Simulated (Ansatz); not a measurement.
Take an 8-atom supercell of W in the bcc (W type) structure (space group Im-3m, No. 229; a = 3.1835 Å) at its relaxed geometry as the base.

The values are results of PBE in Ansatz (plane waves to 420 eV, PAW, spin-orbit coupling left out), not measurements.

Before the change:

| Property | Result |
|---|---|
| Pressure | -0.2 GPa |
| Mean distance from the defect site to its nearest host atoms | 2.76 Å |

It is then changed as follows: a neutral I on a W site, atoms relaxed at fixed cell, starting from a slightly rattled geometry.

How does this affect the pressure?

The pressure goes up by 11.5 GPa, from -0.2 GPa to 11.3 GPa.

How does this affect the mean distance from the defect site to its nearest host atoms?

The mean distance from the defect site to its nearest host atoms drops by 0.07 Å to 2.69 Å.

What happens to the largest displacement of a host atom from its site in the perfect cell?

The largest displacement of a host atom from its site in the perfect cell amounts to 0.07 Å.

In so small a cell the defect repeats every few ångströms: this is an ordered compound, not a dilute defect. The final runs are not spin-polarised. The defect cell is not spin-polarised.

Ansatz is a quantum-chemistry and plane-wave program.
